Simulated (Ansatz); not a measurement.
An Ansatz (an electronic-structure program) run: hypothetical fluorite YbSi2 with a change (Si → Pb); r2SCAN/PAW in Ansatz, without spin-orbit coupling.

Input:

Ansatz 0.2 input:
```yaml
crystal:
  lattice:
    - [0, 3.663058005, 3.663058005]
    - [3.663058005, 0, 3.663058005]
    - [3.663058005, 3.663058005, 0]
  atoms:
    - { symbol: Yb, position: [0, 0, 0] }
    - { symbol: Pb, position: [0.25, 0.25, 0.25] }
    - { symbol: Pb, position: [0.75, 0.75, 0.75] }
basis: { ecutwfc: 500, ecutrho_ratio: 4, xc_grid: 4, fft_grid_basis: typed }
kpoints: { mp_grid: { grid: [11, 11, 11] } }
hamiltonian:
  xc: r2scan
  dispersion: none
  pseudopotentials: { kind: paw }
scf: { occupations: { method: fermi_dirac, width: 0.05 }, convergence: { dr2_threshold: 0.0000000003 } }
output: { forces: true, stress: true }
checkpoint: { write: state.ck, write_every: 1000 }
```

Output (explanatory and most iteration lines left out):

```
Pseudopotential: Yb, paw, valence charge 24
Pseudopotential: Pb, paw, valence charge 14
Crystal: 3 atoms, lattice volume = 98.302 Å³
Basis set: ecut = 500 eV, 2445 PW (Γ), exchange–correlation on 160×160×160 points (64 copies of the dense FFT grid, shifted against one another)
Bands: 30, of which v1, the nominal top of the filled ones, is band 26 counted from 1 (25 counted from 0)
Symmetry: 48 space group operations
Space group: Fm-3m (ITA 225), of the structure as read, at distance tolerance 4.6e-5 Å
k-points: 56 of 1331
Functional: x = r2scan, c = r2scan; τ floored in thin density (d = 2e-4 eV/Å³)
SCF iter   1: F=—  HF=-37648.439345 eV  |F-HF|=—  |Δ(HF+E_count)|=         —  Δρ=2.60e-2  dr2=5.97e-1  dr2_τ=9.83e-3  ethr=1.77e-3  ⟨swp⟩=7.1  Hψ=7650  notcnv=0
SCF iter   2: F=—  HF=-37650.231628 eV  |F-HF|=—  |Δ(HF+E_count)|=    1.79e0  Δρ=2.24e-1  dr2=4.80e1  dr2_τ=3.04e-2  ethr=1.15e-3  ⟨swp⟩=5.6  Hψ=4911  notcnv=0  defer=35  recentre
SCF 1 converged in 14 iterations: F = -37648.368320 eV  dr2 = 1.55e-11
SCF converged after 14 iterations
Free energy (F): -37648.368320 eV
Internal energy: -37648.355938 eV  (E = F + TS)
E sigma→0 (E₀):  -37648.362129 eV
Entropy (-TS):   -0.012382 eV (-4.127 meV/atom)
Fermi energy:    10.047912 eV
--- Forces (eV/Å), atoms counted from 1 ---
  atom   1  Yb    -0.00000000     0.00000000     0.00000000
  atom   2  Pb    -0.00000000    -0.00000000    -0.00000000
  atom   3  Pb    -0.00000000    -0.00000000    -0.00000000
--- Stress (GPa, compression-positive) ---
        0.001430       0.000000      -0.000000
        0.000000       0.001430       0.000000
        0.000000       0.000000       0.001430
  P = ⅓ Tr σ = 0.0014 GPa (0.014 kbar)
```

The state of the 4f shell was not checked for lower solutions. With Pb present, leaving out spin-orbit coupling can change the band edges. Stability against distortions was not tested. Seeded moments were not kept for Si → Pb. All final runs are without spin polarisation. The cell was made from YbSi2 by this change: Si → Pb; the result is a hypothetical phase, not in the database extracts checked.
